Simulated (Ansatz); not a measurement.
**Several settings converged on Fe2Si (I4mm, 3 atoms in the cell)**

```
Fe2Si
1.0
   -1.34344     1.34344     4.43921
    1.34344    -1.34344     4.43921
    1.34344     1.34344    -4.43921
Fe Si
2 1
Direct
  0.34526   0.34526   0.00000
  0.66037   0.66037   0.00000
  0.00000   0.00000   0.00000
```
Moments meant for the start (each program seeds them in its own way; μB, in the order of the atoms Fe Fe Si): 4.0 4.0 0.0.

Base method: PBEsol, default PAW files made with PBE (plane waves; Ansatz, a program for electronic structure).

Base settings: basis.ecutwfc = 420 eV; kpoints.mp_grid.grid = 12 12 12; hamiltonian.xc = pbesol; hamiltonian.pseudopotentials = {kind: paw} (the program's default PAW files); magnetization.spin_polarized = true; scf.occupations.method = gaussian; scf.occupations.width = 0.1 eV.

The count of work is k-points × plane waves × bands × iterations; it is no time. 

**The k-point mesh**

Only quantities that move along the ladder and can be compared are tabulated.

| kpoints.mp_grid.grid | free energy less the last step's (meV/atom) | pressure (GPa) | largest difference of a force vector from the last step's (eV/Å) | net moment (μB/atom) | count of work / last |
|---|---|---|---|---|---|
| 3 3 3 | 6.93 | -5.67 | 0.225 | 0.764 | 0.0072 |
| 4 4 4 | -10.56 | -6.42 | 0.113 | 0.738 | 0.031 |
| 5 5 5 | 8.93 | -5.12 | 0.030 | 0.806 | 0.022 |
| 7 7 7 | 3.92 | -6.02 | 0.016 | 0.756 | 0.048 |
| 9 9 9 | 0.31 | -6.22 | 0.007 | 0.749 | 0.084 |
| 12 12 12 | 0.18 | -5.86 | 0.007 | 0.774 | 0.18 |
| 22 22 22 | 0.00 | -5.98 | 0.000 | 0.767 | 1.0 |

Coarsest kpoints.mp_grid.grid that holds the forces within 0.02 eV/Å of the last step, with all finer ones: 7 7 7, at 0.048 of the last step's count of work; the step before is off by 0.030 eV/Å.

Coarsest kpoints.mp_grid.grid that holds the pressure within 0.5 GPa of the last step, with all finer ones: 7 7 7, at 0.048 of the last step's count of work; the step before is off by 0.86 GPa.

Coarsest kpoints.mp_grid.grid that holds the net moment within 0.02 μB/atom of the last step, with all finer ones: 7 7 7, at 0.048 of the last step's count of work; the step before is off by 0.039 μB/atom.

**The k-point mesh at a smearing width of 0.02 eV**

In this ladder: scf.occupations.width = 0.02 eV.

Only quantities that move along the ladder and can be compared are tabulated.

```csv
kpoints.mp_grid.grid,free energy less the last step's (meV/atom),pressure (GPa),largest difference of a force vector from the last step's (eV/Å),net moment (μB/atom),count of work / last
6 6 6,-1.90,-6.30,0.066,0.740,0.020
9 9 9,0.58,-6.46,0.019,0.734,0.047
13 13 13,-0.59,-6.02,0.016,0.769,0.13
27 27 27,0.00,-5.98,0.000,0.770,1.0
```

Coarsest kpoints.mp_grid.grid that holds the free energy within 1 meV/atom: not settled: the last two steps still differ by 0.59 meV/atom, over half the tolerance, so the ladder does not show it.

Coarsest kpoints.mp_grid.grid that holds the forces within 0.02 eV/Å: not settled: the last two steps still differ by 0.016 eV/Å, over half the tolerance, so the ladder does not show it.

Coarsest kpoints.mp_grid.grid that holds the net moment within 0.02 μB/atom of the last step, with all finer ones: 13 13 13, at 0.13 of the last step's count of work; the step before is off by 0.037 μB/atom.

**The k-point mesh at a smearing width of 0.3 eV**

In this ladder: scf.occupations.width = 0.3 eV.

Only quantities that move along the ladder and can be compared are tabulated.

| kpoints.mp_grid.grid | free energy less the last step's (meV/atom) | pressure (GPa) | net moment (μB/atom) | count of work / last |
|---|---|---|---|---|
| 6 6 6 | -1.42 | -6.55 | 0.690 | 0.020 |
| 9 9 9 | -0.04 | -6.24 | 0.715 | 0.051 |
| 13 13 13 | -0.04 | -6.23 | 0.716 | 0.13 |
| 27 27 27 | 0.00 | -6.22 | 0.717 | 1.0 |

Coarsest kpoints.mp_grid.grid that holds the free energy within 0.5 meV/atom of the last step, with all finer ones: 9 9 9, at 0.051 of the last step's count of work; the step before is off by 1.4 meV/atom.

Coarsest kpoints.mp_grid.grid that holds the net moment within 0.02 μB/atom of the last step, with all finer ones: 9 9 9, at 0.051 of the last step's count of work; the step before is off by 0.027 μB/atom.

Coarsest kpoints.mp_grid.grid that holds the pressure within 0.05 GPa of the last step, with all finer ones: 9 9 9, at 0.051 of the last step's count of work; the step before is off by 0.33 GPa.

On the base run: the starting cell comes from a database of computed structures (which also holds hypothetical and non-ambient phases and stackings), without a prior relaxation at this level. Its lattice was rescaled by up to half a per cent. One atom was moved a little off its site on purpose. The magnetic order is the one reached from the typed start; others were not searched systematically. In the base run, with a pressure of about -6 GPa the cell is away from its equilibrium volume at this level. Ansatz's pressure includes its estimate of the finite-basis (Pulay) stress.

Keys are those of Ansatz 0.2.
